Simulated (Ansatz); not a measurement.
Relaxation of the atoms of a (001) slab of Mg(BH4)2 (cut from a parent of space group no. 164; 11 atoms in the cell) at several settings

```xyz
11
Lattice="4.2770 0.0000 0.0000 -2.1385 3.7040 0.0000 0.0000 0.0000 19.1255" Properties=species:S:1:pos:R:3 pbc="T T T"
Mg     0.0000     0.0000     9.5628
B      2.1385     1.2347     8.4661
B      0.0000     2.4693    10.6594
H      1.1588     0.6690     8.0000
H      0.9797     3.0350    11.1255
H      3.1182     0.6690     8.0000
H     -0.9797     3.0350    11.1255
H      2.1385     2.3659     8.0000
H      0.0000     1.3381    11.1255
H      2.1385     1.2347     9.6860
H      0.0000     2.4693     9.4396
```

Base: LDA (PW92), default PAW files made with PBE in Ansatz (a program for electronic structure). Its settings: kpoints.mp_grid.grid = 7 7 1; hamiltonian.xc = lda; hamiltonian.pseudopotentials = {kind: paw} (the program's default PAW files); scf.occupations.method = cold; scf.occupations.width = 0.272 eV.

Each line gives the change from the base single point and the result:

- atoms moved at random; relax: default → atoms; relax.f_tol: default → 0.1 eV/Å: pressure averaged over the cell with its vacuum -0.44 GPa; largest force (vector length) 0.044 eV/Å; relaxation steps 3; free energy against the base single point -2.1 meV/atom.
- relax: default → atoms: pressure averaged over the cell with its vacuum -0.43 GPa; relaxation steps 5; free energy against the base single point -2.2 meV/atom.
- atoms moved at random; relax: default → atoms; relax.f_tol: default → 0.03 eV/Å: pressure averaged over the cell with its vacuum -0.42 GPa; largest force (vector length) 0.002 eV/Å; relaxation steps 4; free energy against the base single point -2.2 meV/atom.

The starting cell comes from a database of computed structures (which also holds hypothetical and non-ambient phases and stackings), without a prior relaxation at this level. The slab is cut from that crystal, and its faces are unrelaxed. Spin polarisation is off, though cut faces can carry moments; a gap of a slab can lie between surface states.

Keys are those of Ansatz 0.2.
